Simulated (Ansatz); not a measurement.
Charge-transition levels above the valence-band maximum in rock-salt CaO (eV), each at one geometry relaxed with PBE and evaluated in Ansatz (a first-principles code) with PBE, r2SCAN. Host gaps: PBE 3.66 eV, r2SCAN 4.20 eV. Set-up: 64-site cell; 2×2×2 shifted k-points; charged states image-corrected; not converged in cell size; flagged in the runs: for some of the defects a doubtful potential alignment, a strain field that reaches the edge of the cell. The rows are drawn at random from this host's settled ones; left out are rows whose spin state changes with the functional and levels within 0.3 eV of a band edge at the highest level.

```json
[
 {"defect": "O vacancy (+1/0)", "PBE": "2.82", "r2SCAN": "3.24"},
 {"defect": "C on the O site (0/−1)", "PBE": "2.20", "r2SCAN": "2.64"},
 {"defect": "Ge on the Ca site + O vacancy (+1/0)", "PBE": "2.37", "r2SCAN": "2.77"},
 {"defect": "O vacancy (+2/+1)", "PBE": "1.38", "r2SCAN": "1.56"},
 {"defect": "C on the O site (−1/−2)", "PBE": "3.03", "r2SCAN": "3.60"},
 {"defect": "Si on the Ca site + O vacancy (+2/+1)", "PBE": "2.62", "r2SCAN": "2.94"},
 {"defect": "Ge on the Ca site + O vacancy (+2/+1)", "PBE": "1.97", "r2SCAN": "2.30"},
 {"defect": "Si on the Ca site + O vacancy (+1/0)", "PBE": "2.93", "r2SCAN": "3.39"},
 {"defect": "C on the O site (+1/0)", "PBE": "1.24", "r2SCAN": "1.64"}
]
```

PBE less r2SCAN: over the 9 rows with both numbers, mean -0.39 eV, median -0.40 eV, mean size 0.39 eV, from -0.57 to -0.18 eV.
